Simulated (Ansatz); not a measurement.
# Migration barriers: C vacancy in hexagonal WC, neutral cell

Defect migration in hexagonal WC: C vacancy, neutral cell. These are PBE, PAW (plane waves to 420 eV; Ansatz, a quantum-chemistry and plane-wave program) values and carry that method's errors.

Cell of 54 host sites held at the relaxed PBE lattice; a 3×3×3 k-point mesh shifted by half a step along c; Fermi-Dirac width 0.10 eV, spin-restricted; finite-size errors left in. Energies are static. Spin-orbit coupling is left out. Forms of the defect that were not tried may lie lower.

Barriers: single points on a 4×4×4 k-point mesh shifted by half a step along c at the bands' geometries.

| Route | Start site over the lowest site run (eV) | Hop (Å) | Forward barrier (eV) | Backward barrier (eV) | Neighbours at the start | Neighbours at the saddle | Saddle order | Forward, on the band's own sampling (eV) |
|---|---|---|---|---|---|---|---|---|
| a nearby C atom hops onto the vacant site | 0.00 | 2.88 | 3.29 | 3.29 | 2 C at 2.84; 4 W at 2.21, 2 W at 2.22 Å | C at 1.99; 2 W at 2.08, 2 W at 2.20, 2 W at 2.40 Å | not checked, on a symmetry element | 3.30 |
| a nearby C atom hops onto the vacant site | 0.00 | 2.82 | 5.91 | 5.91 | 3 W at 2.19, 3 W at 2.21 Å | 3 W at 1.89 Å | not checked, on a symmetry element | 5.94 |
| a nearby C atom hops onto the vacant site | 0.00 | 4.08 | 8.07 | 8.07 | W at 2.19, 5 W at 2.21 Å | C at 2.22, C at 2.23, 2 C at 2.26; W at 1.86, 2 W at 1.89 Å | not checked, on a symmetry element | 8.11 |

Paths come from climbing-image nudged elastic band runs. Of the routes that converged and passed our checks, the lowest saddle point lies 3.29 eV above the lowest of the sites run (a nearby C atom hops onto the vacant site); other sites, such as split forms, and other routes may lie lower. A band can be held on a symmetry element, so unchecked saddle points there may be too high.

The whole set of runs took roughly 8 core-hours.
